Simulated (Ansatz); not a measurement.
# Response to strain in InSb

Start from InSb in the wurtzite structure (space group P6_3mc, No. 186; a cell from a computed database, its experimental status unchecked).

```
InSb
1.0
    4.62387     0.00000     0.00000
   -2.31194     4.00439     0.00000
    0.00000     0.00000     7.61400
In Sb
2 2
Direct
  0.33333   0.66667   0.98800
  0.66667   0.33333   0.48800
  0.33333   0.66667   0.36200
  0.66667   0.33333   0.86200
```

Cartesian axes are those of the cell as printed.

Strains are applied to the cell and any free atomic positions relax; under biaxial strain the out-of-plane vector relaxes too; under stress the whole cell relaxes.

Method: Ansatz (a first-principles code) r2SCAN, no spin-orbit coupling, earlier PAW set.

Notes on the quantities. pressure: mean of the normal stresses, compression positive; band gap: uncertain: the Fermi level lies in a band; the base alone.

```tsv
case	space group	shortest interatomic distance	pressure	band gap
base	P6_3mc (No. 186)	2.837 Å	0.0 GPa	0.05 eV
biaxial strain −4.51 %, plane normal [001], relaxed out of plane	P6_3mc (No. 186)	2.768 Å	3.3 GPa	zero
biaxial strain −4.22 %, plane normal [001], relaxed out of plane	P6_3mc (No. 186)	2.772 Å	3.1 GPa	zero
biaxial strain −4.20 %, plane normal [001], relaxed out of plane	P6_3mc (No. 186)	2.772 Å	3.1 GPa	zero
biaxial strain −2.14 %, plane normal [001], relaxed out of plane	P6_3mc (No. 186)	2.802 Å	1.47 GPa	0.10 eV
isotropic strain −3.94 %	P6_3mc (No. 186)	2.726 Å	6.96 GPa	0.76 eV
uniaxial stress, 8 GPa tension along z	P6_3mc (No. 186)	2.872 Å	–	zero
tensor shear ε_xy = −1.93 %	P2_1 (No. 4)	2.825 Å	0.0 GPa	zero
tensor shear ε_yz = −1.86 %	Cm (No. 8)	(withheld)	0.01 GPa	0.10 eV
```

Task: What belongs in the blanks?

Result: 
- tensor shear ε_yz = −1.86 %, shortest interatomic distance: 2.828 Å

Spin-orbit coupling, missing from the scalar runs, can matter with Sb. Beyond what the load breaks, stability against distortions was not tested. The base started in Cmc2_1 and relaxed to P6_3mc at this level. All final runs are without spin polarisation. Gaps under 0.05 eV, about the width of the smearing, are given as zero. This is not the structure that InSb has at room temperature and ambient pressure. The zero or small gap of InSb can change with the level of theory.
